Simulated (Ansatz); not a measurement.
Where the default PAW files enter, the runs use the earlier of Ansatz's two default sets.

Crystal: Cs2NaBiF6 (Fm-3m, not sure to be the ambient phase, 10 atoms a cell, 20.4 Å³ an atom, -2 GPa at this level); planes in its conventional cell.

Computed with PBEsol (plane waves, PAW; Ansatz, a first-principles code).

The gap is the functional's own, uncorrected, and κ follows it; spin-orbit coupling is left out. Mid-gap values are interpolated between the computed energies.

```tsv
plane	area of the cell (Å²)	mid-gap κ (1/Å)	largest κ in the gap (1/Å)
(110)	61.8	0.51	0.53
(111)	37.8	(withheld)	(withheld)
```

The slowest decay depends on the direction. Supply the withheld values.


- (111), mid-gap κ (1/Å): 0.54
- (111), largest κ in the gap (1/Å): 0.56
